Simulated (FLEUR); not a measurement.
A self-consistent single point of MnAu (Pm-3m, 2 atoms in the cell) with FLEUR.

Computed with FLEUR with LDA (Vosko-Wilk-Nusair), all-electron FLAPW (FLEUR), scalar-relativistic valence with spin-orbit coupling in second variation.

```xyz
2
Lattice="3.2078 0.0000 0.0000 0.0000 3.2078 0.0000 0.0000 0.0000 3.2078" Properties=species:S:1:pos:R:3 pbc="T T T"
Mn     1.6039     1.6039     1.6039
Au     0.0000     0.0000     0.0000
```
Moments meant for the start (each program seeds them in its own way; μB, in the order of the atoms Mn Au): 4.0 0.0.

Reference input (self-consistent single point, DFT, LDA (Vosko-Wilk-Nusair), all-electron FLAPW (FLEUR), scalar-relativistic valence): Kmax = 4.1 1/bohr; GmaxXC = 16.4 1/bohr; xcFunctional = vwn; jspins = 2; l_soc = F; mode = hist; fermiSmearingEnergy = 0.00183747 Htr; mesh (inpgen div1-3) = 10 10 10; inpgen gamma flag = true; Gmax = 16.4 1/bohr; numbands = 0; maxIterBroyd = 15. This run's input differs from it in these lines:

```diff
@@ -16,2 +16,3 @@
 &kpt div1=10 div2=10 div3=10 gamma=t /
+&soc 0.0 0.0 /
 &end /
@@ -29,5 +30,5 @@
       <magnetism jspins="2"/>
-      <soc l_soc="F" theta="0.0" phi="0.0" spav="F"/>
+      <soc l_soc="T" theta="0.0" phi="0.0" spav="F"/>
       <expertModes spex="0" secvar="F"/>
-      <geometryOptimization l_f="T" forcealpha="1.0" forcemix="BFGS" epsdisp="0.00001" epsforce="0.00001"/>
+      <geometryOptimization l_f="F" forcealpha="1.0" forcemix="BFGS" epsdisp="0.00001" epsforce="0.00001"/>
       <ldaU l_linMix="F" mixParam="0.05" spinf="1.0"/>
```

Output, abridged:

```
 Iteration:     1   Distance:      23.90399994 me/bohr^3
 Iteration:     2   Distance:      15.89700038 me/bohr^3
 Iteration:     3   Distance:       9.07695742 me/bohr^3
 Iteration:     4   Distance:       6.84881403 me/bohr^3
 Iteration:     5   Distance:       3.83207159 me/bohr^3
   [... 13 lines left out ...]
 Iteration:    19   Distance:       0.00007705 me/bohr^3
 Iteration:    20   Distance:       0.00002279 me/bohr^3
 Iteration:    21   Distance:       0.00002041 me/bohr^3
 Iteration:    22   Distance:       0.00000872 me/bohr^3
 Run finished successfully
 Stop message:
   all done

[file out, last iteration]
             iter=     22
[...]
          total density-effective poten   -3.5416353164E+04
          total charge density-energy d   -4.0510733704E+02
 Updated energy parameters for spin:           1
 Updated energy parameters for spin:           2
[...]
 fermi energy and band-weighting factors:
   [... 10 lines left out ...]

[...]
FERMIE:
          first approx. to ef    (T=0)  :   0.374208 htr   (energy of the highest occ. eigenvalue)
          number of occ. states  (T=0)  :      10402
          first approx. to seigv (T=0)  : -39.356117 htr
          sum of weights of occ. states :  64.006000
          sum of semicore charge        :   0.000000 e
FERHIS:  Fermi-Energy by histogram:
          bandgap                     :   0.000161 htr
   [... lines left out ...]
          charge neutrality (T=0)     :   0.006000    (zero if the highest occ. eigenvalue is "entirely" occupied)
     EF_NEWTON:  Adjust Fermi-Energy by Newton-Method.
 Direct bandgap for spin            1 :    4.0222774746912493E-003  Htr
 Direct bandgap for spin            2 :    4.0222774746912493E-003  Htr
 ---->    free energy=                    -20194.0181078997 htr
   [... lines left out ...]
---->    distance of charge densities for spin  2                 it=   22:     0.000004 me/bohr**3
---->    distance of charge densities for it=   22:     0.000004 me/bohr**3
---->    distance of spin densities for it=   22:     0.000009 me/bohr**3
GENERALIZED ANDERSON MIXING: alpha=   0.05000 History-length=7
     ******* it= 22  is completed********
```

The run converged in 22 iterations. Against the reference run the size of the net moment moves little (2.03 to 2.02 μB/atom).

The starting cell comes from a database of computed structures (which also holds hypothetical and non-ambient phases and stackings), without a prior relaxation at this level. With one magnetic atom in the cell only a parallel order is possible. Values depend on the basis (sphere radii, cutoffs, local orbitals), which need not be converged. The log's line on a gap gives a spacing of levels on this mesh, which the program prints for metals too.

Cost on one core of a shared machine: roughly 4 min.
